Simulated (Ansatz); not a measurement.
For LiF (model structure, P6₃/mmc, No. 194), PBE-D3(BJ) (Ansatz, a quantum-chemistry and plane-wave program, plane waves, PAW) gives:

- lattice constant a = 3.280 Å
- c axis length = 4.032 Å
- cohesive energy = 4.48 eV/atom
- band gap = 7.78 eV

Task: What does r²SCAN (Ansatz, PAW) give for the same quantities?

Result: 
- lattice constant a: 3.280 Å (hardly moves)
- lattice parameter c: 3.997 Å (shrinks by 0.9 %)
- cohesive energy: 4.38 eV/atom (shrinks by 0.10 eV/atom)
- band gap: 8.54 eV (increases by 0.76 eV)

Changes are worked out from the printed values.

Unless a cell is named, each level is at its own relaxed cell (PBE-D3(BJ) 9.39, r²SCAN 9.31 Å³/atom).

Density-functional gaps are differences of (generalised) Kohn–Sham levels.

Ansatz's density-functional and Hartree–Fock values are scalar-relativistic unless marked +SOC, with PAW data made under PBE.

A model structure was made by putting elements into a prototype or built by hand; it is no filed structure, need not be a known phase, and can be a saddle point held by its symmetry.
